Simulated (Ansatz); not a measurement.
BaS in the rock salt structure (space group Fm-3m, No. 225)

```cif
data_BaS
_chemical_formula_sum 'Ba1 S1'
_space_group_name_H-M_alt 'P 1'
_space_group_IT_number 1
_cell_length_a 4.47701
_cell_length_b 4.47701
_cell_length_c 4.47701
_cell_angle_alpha 60.000
_cell_angle_beta 60.000
_cell_angle_gamma 60.000
loop_
_space_group_symop_operation_xyz
  'x, y, z'
loop_
_atom_site_label
_atom_site_type_symbol
_atom_site_fract_x
_atom_site_fract_y
_atom_site_fract_z
_atom_site_occupancy
Ba1 Ba 0.00000 0.00000 0.00000 1
S1 S 0.50000 0.50000 0.50000 1
```

Level of theory: PBEsol (Ansatz, a quantum-chemistry and plane-wave program, PAW, without spin-orbit coupling). k-mesh 9×9×9 (Γ-centred); smearing 0.05 eV (Fermi–Dirac).

```yaml
volume_per_atom: 31.73 Å³
density: 4.43 g/cm³
band_gap: 2.04 eV, indirect, Γ → X
electron_mass: 1.3 mₑ along k, 0.32 mₑ across
Hole mass (degenerate bands, along [100]): 0.21, 2.6, 2.6 mₑ
Lowest conduction-band minima above the VBM: X along ⟨100⟩ 2.04 eV
total_energy: -3375.899 eV/atom (σ→0; compares only within this code and set-up)
```

Masses are band curvatures over ±0.01 Å⁻¹ around the edge. Along k means along the line from Γ to the band edge. No phonon test of stability was made.
